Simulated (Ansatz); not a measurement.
Results of RPBE (Ansatz, a quantum-chemistry and plane-wave program, PAW) for bcc Eu.

Settings: plane-wave cutoff 520 eV, 18×18×18 k mesh, Fermi–Dirac smearing 0.05 eV, spin-polarised with parallel moments, scalar-relativistic PAW data made under PBE.

Cell (measured lattice):

```cif
data_Eu
_chemical_formula_sum 'Eu1'
_space_group_name_H-M_alt 'P 1'
_space_group_IT_number 1
_cell_length_a 3.96830
_cell_length_b 3.96830
_cell_length_c 3.96830
_cell_angle_alpha 109.471
_cell_angle_beta 109.471
_cell_angle_gamma 109.471
loop_
_space_group_symop_operation_xyz
  'x, y, z'
loop_
_atom_site_label
_atom_site_type_symbol
_atom_site_fract_x
_atom_site_fract_y
_atom_site_fract_z
_atom_site_occupancy
Eu1 Eu 0.00000 0.00000 0.00000 1
```
Starting moments (μB, in the order of the record's atoms Eu): 7.0.

**Question.** Predict the magnetic moment per atom (the cell's total over its atoms).

**Answer.** 
* **magnetic moment per atom (the cell's total over its atoms)**: 7.42 μB

The run finds no gap.

Note: the 4f shell is treated without U or exact exchange, so its levels and filling can be wrong; the collinear magnetic order is the start's and need not be the measured one; cell and atoms aren't relaxed at this level (pressure -0.4 GPa).

Moments are spin moments.

Spin–orbit coupling is not included.

The computed numbers hold no vibrational or temperature effects.
